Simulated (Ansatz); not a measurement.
Input and output of a relaxation of cell and atoms for CoPdO2 (R-3m, 4 atoms in the cell) (Ansatz, a quantum-chemistry and plane-wave program).

Method of the run: PBE, PAW files (plane waves; Ansatz).

```yaml
crystal:
  lattice:
    - [1.39633, 0.80617, 5.81061]
    - [-1.39633, 0.80617, 5.81061]
    - [0.00000, -1.61234, 5.81061]
  atoms:
    - { symbol: Co, position: [0.50000, 0.50000, 0.50000], spin: 3.0 }
    - { symbol: Pd, position: [0.00000, 0.00000, 0.00000] }
    - { symbol: O, position: [0.88753, 0.88753, 0.88753] }
    - { symbol: O, position: [0.11247, 0.11247, 0.11247] }
```
(The spins are starting values, not results.)

Reference input (self-consistent single point, DFT, PBE, plane waves, PAW files): kpoints.mp_grid.grid = 9 9 9; hamiltonian.xc = pbe; hamiltonian.pseudopotentials = {kind: paw} (the program's default PAW files); magnetization.spin_polarized = true; scf.occupations.method = fermi_dirac; scf.occupations.width = 0.1 eV. This run's input differs from it in these lines:

```diff
@@ -25,2 +25,4 @@
     width: 0.1 eV
+relax:
+  cell: {}
 output:
```

Output, abridged:

```
   [... SCF lines of the steps left out ...]
relax step   1: F+E_penalty+E_count = -13232.23322001 eV  Δ(F+E_penalty+E_count) = +0.000e0 eV  max|allowed force component| = 1.084e-1 eV/Å  Δτ_max = 0.0000 Å  P = +18.225 GPa  Ω = 39.245 Å³  (18 SCF iters, dr2 threshold 1.00e-7 eV, accepted)
relax step   2: F+E_penalty+E_count = -13232.35574914 eV  Δ(F+E_penalty+E_count) = -1.225e-1 eV  max|allowed force component| = 2.392e-1 eV/Å  Δτ_max = 0.0115 Å  P = +6.803 GPa  Ω = 40.981 Å³  energy of the carried Pulay correction = -4.854e-3 eV  [...]
   [... lines left out ...]
relax step   7: F+E_penalty+E_count = -13232.38974759 eV  Δ(F+E_penalty+E_count) = +1.322e-4 eV  max|allowed force component| = 1.122e-3 eV/Å  Δτ_max = 0.0006 Å  P = +0.009 GPa  Ω = 42.223 Å³  energy of the carried Pulay correction = -2.636e-4 eV  [...]
relax step   8: F+E_penalty+E_count = -13232.39005868 eV  Δ(F+E_penalty+E_count) = -3.111e-4 eV  max|allowed force component| = 7.797e-4 eV/Å  Δτ_max = 0.0000 Å  P = +0.012 GPa  Ω = 42.223 Å³  stress off target by 4.41e-2 GPa  SCF on the basis [...]
basis re-selected at this cell: Δ(F+E_penalty+E_count) = -3.111e-4 eV, ΔP = +0.003 GPa vs the last step
the relaxation is at rest under the 12 symmetry operations that the run kept from its start: a minimum is not shown …
the relaxation's final electronic state is not compared with the one that a single-point calculation of its input finds at the relaxed geometry …
Magnetization: 0.0000 μB (23.5000 up, 23.5000 down)
   [... lines left out ...]
Absolute magnetization: 0.0000 μB (∫|ρ↑−ρ↓|, with the PAW one-centre terms)
Free energy (F): -13232.390059 eV
Fermi energy:    14.269628 eV
  cell:  # Å, volume = 42.2231 Å³
   [... lines left out ...]
    - [3.6635284361361354e-17, -1.6524146853248627, 5.951961647128754]
  atoms:
    - { symbol: Co, position: [0.5, 0.5, 0.5] }
    - { symbol: Pd, position: [3.109833025893927e-21, 3.1098330258943754e-21, 3.109833025894818e-21] }
    - { symbol: O, position: [0.887163469349458, 0.887163469349458, 0.887163469349458] }
    - { symbol: O, position: [0.11283653065054212, 0.11283653065054212, 0.11283653065054212] }
```

The run converged.  The full log also holds: “iter 9 did not close the SCF: its close was put off for a magnetic moment that had not settled (scf_convergence_deferred on its scf_iter line)”. The full log also holds: “iter 9 did not close the SCF: its close was put off for a magnetic moment that had not settled (scf_convergence_deferred on its scf_iter line)”.

Summary of the result:
- Free energy E − TS (on the zero of these files): -13232.3901 eV
- Fermi level (on the code's own zero): 14.27 eV
- Pressure: 0.01 GPa
- Size of the cell's spin moment: 0.00 μB
- Final cell: a = b = c = 6.1771 Å, α = β = γ = 26.79°
- Final volume per atom: 10.56 Å³
- Relaxation steps: 8

The starting cell comes from a database of computed structures (which also holds hypothetical and non-ambient phases and stackings), without a prior relaxation at this level. Its lattice was rescaled by a random factor within 2.5 % of one. The starting moments vanished: the run ended non-magnetic, which need not be the lowest state. The program warned that a starting moment was not kept. The relaxation keeps the symmetry of its start, so its end need not be a minimum. Ansatz's pressure includes its estimate of the finite-basis (Pulay) stress.

Cost on one core of a shared machine: roughly 60 s.

Keys are those of Ansatz 0.2.
